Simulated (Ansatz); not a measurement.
Functionals compared on a constructed model of the (100) surface of fcc Pt, a pseudomorphic layer of Hf in the host's stacking (bottom of the slab: a bare face, its two planes held), in Ansatz (plane waves, PAW). The structure was relaxed with PBE; the other rows are single points on it. Cutoff 420 eV (500 eV for r2SCAN).

Set-up: 7 atoms, 12.5 Å thick at the start; mesh 13x13x1; 0.1 eV smearing; dipole correction on; 2 atoms held, the rest relaxed; start symmetry kept, larger cells not searched; no spin, no spin-orbit, no U. It is one candidate, not shown to be the stable structure of the face. These notes are the PBE run's.

```
functional  work function of the top face (eV)  rough cost of the single point
----------  ----------------------------------  ------------------------------
PBE                                       4.43                               –
RPBE                                      4.30         roughly 50 core-seconds
r2SCAN                                     [?]  around 80 core-seconds (rough)
```

Some entries are withheld; supply them.


- r2SCAN, work function of the top face (eV): 4.51

Ansatz is a quantum-chemistry and plane-wave program.
